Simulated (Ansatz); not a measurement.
# HfN (model structure, started from the NbAs type, I4₁md, No. 109, 4 atoms in the cell): equilibrium lattice constant a by level of theory

No measured value is used here.

Task: Put these levels in order of the equilibrium lattice constant a that they give for HfN (model structure, started from the NbAs type, I4₁md, No. 109, 4 atoms in the cell), smallest first: PBE (Ansatz, a program for electronic structure), PBE-D3(BJ) (Ansatz), PBEsol (Ansatz).

Result: PBEsol (2.955 Å), PBE-D3(BJ) (2.968 Å), PBE (2.990 Å)

Density-functional levels without +SOC have no spin–orbit coupling. Ansatz's density-functional and Hartree–Fock values are scalar-relativistic unless marked +SOC, with PAW data made under PBE.

A model structure was made by putting elements into a prototype or built by hand; it is no filed structure, need not be a known phase, and can be a saddle point held by its symmetry.
